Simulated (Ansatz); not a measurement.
Adsorption energy and surface dipole of H on the 1x1 (111) surface of fcc Rh, one in a 2x2 cell, started at the site 'hollow Rh-Rh-Rh over Rh at depth 2.2 Å', worked from the runs' numbers; total energies count from the potentials' own zero.

Method: PBE (plane waves to 420 eV, PAW; Ansatz, an electronic-structure program).

Slab: 17 atoms, 6.5 Å thick at the start under the adsorbate (thin: gaps and levels are the slab's own); k 6x6x1, smearing 0.1 eV, dipole-corrected; 8 atoms held, the rest relaxed; start symmetry kept, larger cells not searched; no spin, no spin-orbit, no U, no dispersion correction. At the end it is bonded to 3 Rh. In PBE it is, or lies within 0.03 eV of, the lowest of the starts that converged.

```tsv
quantity	value
slab with the adsorbate	-102456.087 eV
clean slab, same cell and mesh	-102439.693 eV
reference, ½ H2(g)	-15.872 eV
area of the cell	25.41 Å²
change of the step from the bottom to the top vacuum level	0.057 eV
```

Problem. What is the adsorption energy against this reference?

Solution. E(slab + adsorbate) − E(slab) − E(reference) = -0.52 eV, so in this state the adsorbate is more stable than in the reference, at a coverage of 3.94 a nm².
